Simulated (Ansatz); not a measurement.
The starting structures come from a database of crystals and need not be the phases stable at ambient conditions.

 Where the default PAW files enter, the runs use the earlier of Ansatz's two default sets.

Tunnelling through a barrier is set by its complex band structure: the current falls as exp(−2κd) with the smallest κ.

Data:

```yaml
crystal:
  lattice:
    - [4.08244, 0.00000, 0.00000]
    - [-2.04122, 3.53549, 0.00000]
    - [0.00000, 0.00000, 6.70936]
  atoms:
    - { symbol: Al, position: [0.33333, 0.66667, 0.00068] }
    - { symbol: Al, position: [0.66667, 0.33333, 0.50068] }
    - { symbol: As, position: [0.33333, 0.66667, 0.37532] }
    - { symbol: As, position: [0.66667, 0.33333, 0.87532] }
```

Space group of this cell: P6_3mc, wurtzite. The cell is strained (all lengths scaled by 1.02); by PBEsol its mean pressure is -3.7 GPa.

Transport runs along the normal of the first two printed cell vectors, the (001) plane of the conventional cell.

No gap correction and no spin-orbit coupling; mid-gap values are interpolated between computed energies.

Task: Give the band gap and the smallest decay constant κ at mid-gap that Ansatz (an electronic-structure program) with PBEsol yields.

Result: Gap 1.48 eV on a 12×12×6 mesh; κ = 0.089 1/Å, at the zone centre.
